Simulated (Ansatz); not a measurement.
Ce₂C₃ (I-43d, No. 220; cell taken from a computed entry) was calculated with r²SCAN+rVV10 in Ansatz (PAW).

Numerical settings: plane-wave cutoff 500 eV, 8×8×8 k mesh, Fermi–Dirac smearing 0.05 eV, no spin polarisation, scalar-relativistic PAW data made under PBE.

Computed at the level's own relaxed cell.

Predict the equilibrium volume per atom and lattice constant a.


equilibrium volume per atom: 14.66 Å³/atom
lattice constant a: 8.371 Å

Note: the relaxation could not lower the start's symmetry, so the cell can be a saddle point above a distorted one; the 4f shell is treated without U or exact exchange, so its levels and filling can be wrong.

Spin–orbit coupling is not included.

The computed numbers hold no vibrational or temperature effects.

Ansatz is an electronic-structure program.
